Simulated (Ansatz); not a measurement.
MoTe2: response to strain

Base system: MoTe2 (space group P6_3/mmc, No. 194; a = 3.497 Å, c = 13.696 Å; layered, stacked along the Cartesian z axis).

Strains are applied to the cell and any free atomic positions relax.

Level of theory: PBE-D3(BJ)/PAW in Ansatz (a first-principles code), spin-orbit coupling left out.

Candidates:
(a) isotropic strain −3.00 %
(b) isotropic strain −1.80 %
(c) isotropic strain −2.40 %
(d) isotropic strain −1.20 %

For the base:

The band gap is 0.60 eV.

Order them by band gap, lowest first.

(a) isotropic strain −3.00 % (0.27 eV), (c) isotropic strain −2.40 % (0.35 eV), (b) isotropic strain −1.80 % (0.42 eV), (d) isotropic strain −1.20 % (0.49 eV)

With Te present, leaving out spin-orbit coupling can change the band edges. Whether these cells are dynamically stable was not tested. The D3 term's C6 switches between coordination references near this geometry, which can add small steps to energies. The zero or small gap of MoTe2 under isotropic strain −3.00 % can change with the level of theory.
